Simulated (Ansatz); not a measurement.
SnO2 (Pa-3, No. 205, 12 atoms in the cell; start mp-697; a measured phase of this formula has another space group), treated with r²SCAN (Ansatz, a first-principles code, plane waves, PAW).

Settings: plane-wave cutoff 560 eV, 8×8×8 k mesh, Fermi–Dirac smearing 0.01 eV, scalar-relativistic PAW data made under PBE.

Cell (relaxed at this level):

```yaml
crystal:
  lattice:
    - [5.10077, 0.00000, 0.00000]
    - [0.00000, 5.10077, 0.00000]
    - [0.00000, 0.00000, 5.10077]
  atoms:
    - { symbol: Sn, position: [0.00000, 0.50000, 0.50000] }
    - { symbol: Sn, position: [0.50000, 0.50000, 0.00000] }
    - { symbol: Sn, position: [0.50000, 0.00000, 0.50000] }
    - { symbol: Sn, position: [0.00000, 0.00000, 0.00000] }
    - { symbol: O, position: [0.33971, 0.16029, 0.83971] }
    - { symbol: O, position: [0.66029, 0.83971, 0.16029] }
    - { symbol: O, position: [0.16029, 0.83971, 0.33971] }
    - { symbol: O, position: [0.83971, 0.16029, 0.66029] }
    - { symbol: O, position: [0.83971, 0.33971, 0.16029] }
    - { symbol: O, position: [0.16029, 0.66029, 0.83971] }
    - { symbol: O, position: [0.66029, 0.66029, 0.66029] }
    - { symbol: O, position: [0.33971, 0.33971, 0.33971] }
```

### Question
What does this level give for the band gap and smallest direct gap on the k points sampled?

### Answer

- band gap: 1.59 eV
- smallest direct gap on the k points sampled: 1.68 eV

Spin–orbit coupling is not included.

Computed values are for the static lattice.

A start named mp-… is a Materials Project structure, which need not be a measured phase.
